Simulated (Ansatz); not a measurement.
Start from ZnSe in the zinc blende structure (space group F-43m, No. 216; a = 5.666 Å). Axes: x, y, z lie along the cube axes.

Now apply this change: the cell is compressed by 1.50 % along z with no lateral relaxation; the atoms relax in the strained cell.

Computed with r2SCAN in Ansatz (plane waves to 500 eV, PAW, scalar-relativistic without spin-orbit coupling).

Problem. Give the band edges at the high-symmetry points of the new zone, measured from its valence-band maximum.

Solution. 
| point | valence edge (eV) | conduction edge (eV) |
|---|---|---|
| Γ | 0.00 | 1.90 |
| X | -2.29 | 3.29 |
| P | -2.83 | 5.87 |
| N | -0.90 | 3.04 |
| M | -2.39 | 3.22 |
| S | -1.99 | 3.84 |
| S₀ | -1.99 | 3.84 |
| R | -2.82 | 5.73 |
| G | -2.82 | 5.73 |

The gap is 1.90 eV, direct at Γ.

Stability against distortions was not tested. k-point labels follow each cell's own Brillouin zone.

Ansatz is a first-principles code.
